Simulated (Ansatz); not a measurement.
# Lattice thermal conductivity of SrO in the rock salt structure

Method: a three-phonon Boltzmann calculation with natural isotopes; DFT at the PBE level (Ansatz, a quantum-chemistry and plane-wave program); third-order constants from a 54-atom supercell out to 5.5 Å, harmonic mesh 6×6×6, k mesh 12×12×12, scattering mesh 17×17×17. Unless called populations, κ holds the coherence term between modes besides the Boltzmann populations.

```tsv
T (K)	κ (W/m/K)	κ, relaxation time	coherences (mean)
100	35	34	0.040
150	20	20	0.066
200	14	14	0.087
250	11	11	0.10
300	9.2	9.1	0.12
400	6.8	6.8	0.14
500	5.5	5.4	0.16
600	4.6	4.6	0.17
800	3.5	3.5	0.19
1000	2.8	2.8	0.21
```

| Item | Result |
|---|---|
| highest phonon frequency | 13.3 THz |
| exponent n of κ ∝ T⁻ⁿ above 300 K | 0.97 |

Computed at 300 K against measurement: lattice thermal conductivity 9.15 computed, 12 measured W/(m K) (-24 %; Cormac Toher, Corey Oses, Jose J. Plata et al., Physical Review Materials (2017), arXiv:1611.05714).  

Four-phonon, boundary and defect scattering are left out; adding them would lower the computed value.

The crystal is held in this phase throughout; melting and phase transitions are not modelled.
